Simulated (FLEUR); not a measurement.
A self-consistent single point of HfNi3 (P6_3/mmc, 8 atoms in the cell) with FLEUR.

Level of theory: LDA (Perdew-Zunger), all-electron FLAPW (FLEUR), scalar-relativistic valence run with FLEUR.

```xyz
8
Lattice="5.2832 0.0000 0.0000 -2.6416 4.5754 0.0000 0.0000 0.0000 4.3045" Properties=species:S:1:pos:R:3 pbc="T T T"
Hf     0.0000     3.0503     3.2284
Hf     2.6416     1.5251     1.0761
Ni     0.0000     1.4383     1.0761
Ni     2.6416     3.1371     3.2284
Ni     4.0376     0.7191     3.2284
Ni    -1.3960     3.8563     1.0761
Ni     1.3960     3.8563     1.0761
Ni     1.2456     0.7191     3.2284
```

Reference input (self-consistent single point, DFT, PBEsol, all-electron FLAPW (FLEUR), scalar-relativistic valence): Kmax = 4.1 1/bohr; GmaxXC = 16.4 1/bohr; xcFunctional = PBEs; jspins = 1; l_soc = F; mode = hist; fermiSmearingEnergy = 0.00367493 Htr; mesh (inpgen div1-3) = 5 5 6; inpgen gamma flag = true; Gmax = 16.4 1/bohr; numbands = 0; maxIterBroyd = 40. This run's input differs from it in these lines:

```diff
@@ -20,3 +20,3 @@
 &comp jspins=1 /
-&exco xctyp='PBEs' /
+&exco xctyp='pz' /
 &kpt div1=5 div2=5 div3=6 gamma=t /
@@ -33,3 +33,3 @@
       <coreElectrons ctail="T" frcor="F" kcrel="0" coretail_lmax="0"/>
-      <xcFunctional name="PBEs" relativisticCorrections="F"/>
+      <xcFunctional name="pz" relativisticCorrections="F"/>
       <magnetism jspins="1"/>
```

Output (repeated stretches shortened):

```
 Iteration:     1   Distance:      22.62520806 me/bohr^3
 Iteration:     2   Distance:      14.91175428 me/bohr^3
 Iteration:     3   Distance:      10.46987277 me/bohr^3
 Iteration:     4   Distance:      11.96387263 me/bohr^3
 Iteration:     5   Distance:       3.76579891 me/bohr^3
   [... 10 lines left out ...]
 Iteration:    16   Distance:       0.00020820 me/bohr^3
 Iteration:    17   Distance:       0.00003817 me/bohr^3
 Iteration:    18   Distance:       0.00003710 me/bohr^3
 Iteration:    19   Distance:       0.00000686 me/bohr^3
 Reset of history
 Run finished successfully
 Stop message:
   Structural relaxation: new displacements generated

[file out, last iteration]
             iter=     20
[...]
          total density-effective poten   -6.6654235526E+04
          total charge density-energy d   -9.6842460192E+02
 Updated energy parameters for spin:           1
[...]
 fermi energy and band-weighting factors:
   [... 11 lines left out ...]

[...]
FERMIE:
          first approx. to ef    (T=0)  :   0.404182 htr   (energy of the highest occ. eigenvalue)
          number of occ. states  (T=0)  :       1477
          first approx. to seigv (T=0)  : -63.982829 htr
          sum of weights of occ. states :  74.033333
          sum of semicore charge        :   0.000000 e
FERHIS:  Fermi-Energy by histogram:
          bandgap                     :   0.003742 htr
   [... lines left out ...]
          charge neutrality (T=0)     :   0.066667    (zero if the highest occ. eigenvalue is "entirely" occupied)
     EF_NEWTON:  Adjust Fermi-Energy by Newton-Method.
 Direct bandgap for spin            1 :    1.9513971675692576E-002  Htr
 ---->    free energy=                    -39288.1692256225 htr
   [... lines left out ...]
      extrapolation for T->0
 ---->    total electron energy=          -39288.1677000554 htr
 ***** TOTAL FORCES ON ATOMS *****
 TOTAL FORCE FOR ATOM TYPE=  1  X=  4.992   Y= -2.882   Z= -2.034
                       FX_TOT= 0.000000 FY_TOT= 0.000000 FZ_TOT= 0.000000
 TOTAL FORCE FOR ATOM TYPE=  2  X=  0.000   Y=  2.718   Z=  2.034
                       FX_TOT= 0.000000 FY_TOT=-0.002759 FZ_TOT= 0.000000
```

The run converged in 19 iterations. FLEUR gives forces in its relaxation mode, with a further iteration, so its stop message speaks of a relaxation. Against the reference run the largest force goes from 0.106 to 0.142 eV/Å.

The starting cell comes from a database of computed structures (which also holds hypothetical and non-ambient phases and stackings), without a prior relaxation at this level. Its lattice was rescaled by a random factor within 2.5 % of one. Spin-orbit coupling is off. Spin polarisation is off. Values depend on the basis (sphere radii, cutoffs, local orbitals), which need not be converged. The log's line on a gap gives a spacing of levels on this mesh, which the program prints for metals too.

Cost on one core of a shared machine: roughly 3 min.
